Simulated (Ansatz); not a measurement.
Consider HgS in the zinc blende structure (space group F-43m, No. 216; a = 5.876 Å). Axes: x, y, z lie along the cube axes.

Computed with Kohn–Sham DFT with the PBEsol functional, run in Ansatz (a program for electronic structure) with PAW and 420 eV plane waves, scalar-relativistic without spin-orbit coupling.

Before the change:

* **Pressure**: 0.0 GPa
* **Volume per atom**: 25.36 Å³
* **Band gap**: zero

Perturbation: compressive biaxial strain of 0.81 % in the plane normal to [111], as in epitaxy on a mismatched substrate; the out-of-plane cell vector and the atoms relax.

What does the calculation give for the energy relative to the base, pressure, volume per atom and band gap after the change?

The energy grows by 1.0 meV/atom; the pressure (mean of the normal stresses, compression positive) goes from zero to 0.5 GPa; the volume per atom falls by 0.22 Å³, from 25.36 Å³ to 25.14 Å³; the band gap stays zero.

A case with no gap was solved on a k-mesh chosen for an insulator, which is coarse for it. With Hg present, leaving out spin-orbit coupling can change the band edges. Whether these cells are dynamically stable was not tested. The final runs are not spin-polarised. A zero or small gap of HgS can be the functional's error rather than a property of the material.
